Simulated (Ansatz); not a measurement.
# AuSb$_{2}$ (space group Pa-3, No. 205)

```cif
data_Au4Sb8
_chemical_formula_sum 'Sb8 Au4'
_space_group_name_H-M_alt 'P 1'
_space_group_IT_number 1
_cell_length_a 6.67437
_cell_length_b 6.67437
_cell_length_c 6.67437
_cell_angle_alpha 90.000
_cell_angle_beta 90.000
_cell_angle_gamma 90.000
loop_
_space_group_symop_operation_xyz
  'x, y, z'
loop_
_atom_site_label
_atom_site_type_symbol
_atom_site_fract_x
_atom_site_fract_y
_atom_site_fract_z
_atom_site_occupancy
Sb1 Sb 0.37503 0.12497 0.87503 1
Sb2 Sb 0.62497 0.87503 0.12497 1
Sb3 Sb 0.12497 0.87503 0.37503 1
Sb4 Sb 0.87503 0.12497 0.62497 1
Sb5 Sb 0.87503 0.37503 0.12497 1
Sb6 Sb 0.12497 0.62497 0.87503 1
Sb7 Sb 0.62497 0.62497 0.62497 1
Sb8 Sb 0.37503 0.37503 0.37503 1
Au1 Au 0.00000 0.50000 0.50000 1
Au2 Au 0.50000 0.50000 0.00000 1
Au3 Au 0.50000 0.00000 0.50000 1
Au4 Au 0.00000 0.00000 0.00000 1
```

All numbers come from Ansatz (a quantum-chemistry and plane-wave program) PBEsol, scalar-relativistic without spin-orbit coupling. Γ-centred 6×6×6 mesh, Fermi–Dirac width 0.05 eV.

The volume per atom is 24.78 Å³, the density comes out as 9.84 g/cm³ and the band gap comes out as zero. The total energy is -8607.846 eV/atom (σ→0; compares only within this code and set-up).

Whether these cells are dynamically stable was not tested. All final runs are without spin polarisation.
